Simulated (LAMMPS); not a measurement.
Molecular dynamics of Ni (fcc) with 50 % of Ni sites Al, 864 atoms, at 300 K and 0 GPa, heated as the crystal.

Method: classical MD, pair style meam, file MoCoNiVFeAlCr_2nn.meam, run in LAMMPS.

Problem. Estimate the density, the enthalpy per atom, the coordination number of Al by Al, the coordination number of Ni by Ni, the state found for this model.

Solution. density: 5.5631 ± 0.0002 g/cm³; enthalpy per atom: -4.1705 ± 0.0001 eV; coordination number of Al by Al: 6.00 (counted to 3.22 Å); coordination number of Ni by Ni: 5.94 (counted to 3.22 Å); state found: crystal; no diffusion seen in 30 ps.

Caution: the random arrangement on this lattice is imposed, and need not be a phase that exists in equilibrium.
